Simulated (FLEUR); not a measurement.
Worked example: self-consistent single point of BaCdSbF (P4/nmm, 8 atoms in the cell) in FLEUR.

Level of theory: FLEUR with PBEsol, all-electron FLAPW (FLEUR), scalar-relativistic valence.

The change in words: lattice scaled by 0.98. Reference geometry:
```xyz
8
Lattice="4.6326 0.0000 0.0000 0.0000 4.6326 0.0000 0.0000 0.0000 9.8064" Properties=species:S:1:pos:R:3 pbc="T T T"
Ba     0.0000     2.3163     6.2809
Ba     2.3163     0.0000     3.5255
Cd     2.3163     2.3163     0.0000
Cd     0.0000     0.0000     0.0000
Sb     0.0000     2.3163     1.8104
Sb     2.3163     0.0000     7.9960
F      2.3163     2.3163     4.9032
F      0.0000     0.0000     4.9032
```

Reference input (self-consistent single point, DFT, PBEsol, all-electron FLAPW (FLEUR), scalar-relativistic valence): Kmax = 3.9 1/bohr; GmaxXC = 13.7 1/bohr; xcFunctional = PBEs; jspins = 1; l_soc = F; mode = hist; fermiSmearingEnergy = 0.00036749 Htr; mesh (inpgen div1-3) = 3 3 2; inpgen gamma flag = true; Gmax = 13.7 1/bohr; numbands = 0; maxIterBroyd = 15. This run's input differs from it in these lines:

```diff
@@ -3,5 +3,5 @@
 &input film=f /
-4.6326300000 0.0000000000 0.0000000000
-0.0000000000 4.6326300000 0.0000000000
-0.0000000000 0.0000000000 9.8063600000
+4.5399770000 0.0000000000 0.0000000000
+0.0000000000 4.5399770000 0.0000000000
+0.0000000000 0.0000000000 9.6102330000
 1.8897261246
@@ -50,5 +50,5 @@
          <bravaisMatrix>
-            <row-1>    8.7544019366056975     0.0000000000000000     0.0000000000000000</row-1>
-            <row-2>    0.0000000000000000     8.7544019366056975     0.0000000000000000</row-2>
-            <row-3>    0.0000000000000000     0.0000000000000000    18.5313346792324545</row-3>
+            <row-1>    8.5793131419831337     0.0000000000000000     0.0000000000000000</row-1>
+            <row-2>    0.0000000000000000     8.5793131419831337     0.0000000000000000</row-2>
+            <row-3>    0.0000000000000000     0.0000000000000000    18.1607083635930309</row-3>
          </bravaisMatrix>
```

Output (repeated stretches shortened):

```
 Iteration:     1   Distance:       8.31730533 me/bohr^3
 Iteration:     2   Distance:       7.15293175 me/bohr^3
 Iteration:     3   Distance:       3.53680527 me/bohr^3
 Iteration:     4   Distance:       2.76039842 me/bohr^3
 Iteration:     5   Distance:       1.55168142 me/bohr^3
   [... 12 lines left out ...]
 Iteration:    18   Distance:       0.00009179 me/bohr^3
 Iteration:    19   Distance:       0.00004328 me/bohr^3
 Iteration:    20   Distance:       0.00001591 me/bohr^3
 Iteration:    21   Distance:       0.00000640 me/bohr^3
 Reset of history
 Run finished successfully
 Stop message:
   Structural relaxation: new displacements generated

[file out, last iteration]
             iter=     22
[...]
          total density-effective poten   -6.7632578742E+04
          total charge density-energy d   -1.0507554237E+03
 Updated energy parameters for spin:           1
[...]
 fermi energy and band-weighting factors:
   [... 7 lines left out ...]

[...]
FERMIE:
          first approx. to ef    (T=0)  :   0.286169 htr   (energy of the highest occ. eigenvalue)
          number of occ. states  (T=0)  :        300
          first approx. to seigv (T=0)  : -45.255762 htr
          sum of weights of occ. states :  50.000000
          sum of semicore charge        :   0.000000 e
FERHIS:  Fermi-Energy by histogram:
          bandgap                     :   0.006775 htr
   [... lines left out ...]
          charge neutrality (T=0)     :   0.000000    (zero if the highest occ. eigenvalue is "entirely" occupied)
 Direct bandgap for spin            1 :    6.7751510433002315E-003  Htr
 ---->    free energy=                    -40620.4471001684 htr
   [... lines left out ...]
 TOTAL FORCE FOR ATOM TYPE=  2  X=  2.145   Y=  2.145   Z=  0.000
                       FX_TOT= 0.000000 FY_TOT= 0.000000 FZ_TOT= 0.000000
 TOTAL FORCE FOR ATOM TYPE=  3  X= -2.145   Y=  2.145   Z=  3.353
                       FX_TOT= 0.000000 FY_TOT= 0.000000 FZ_TOT= 0.009583
 TOTAL FORCE FOR ATOM TYPE=  4  X=  2.145   Y=  2.145   Z=  9.080
                       FX_TOT= 0.000000 FY_TOT= 0.000000 FZ_TOT= 0.000000
```

The run converged in 21 iterations. FLEUR gives forces in its relaxation mode, with a further iteration, so its stop message speaks of a relaxation. Against the reference run the free energy drops by 6.1 meV/atom, the largest force goes from 0.137 to 0.493 eV/Å and the gap on the mesh goes from 0.166 to 0.184 eV.

The starting cell comes from a database of computed structures (which also holds hypothetical and non-ambient phases and stackings), without a prior relaxation at this level. For this run, on top of that: lattice scaled by 0.98. Spin-orbit coupling is off. Values depend on the basis (sphere radii, cutoffs, local orbitals), which need not be converged.

Cost on one core of a shared machine: roughly 3 min.
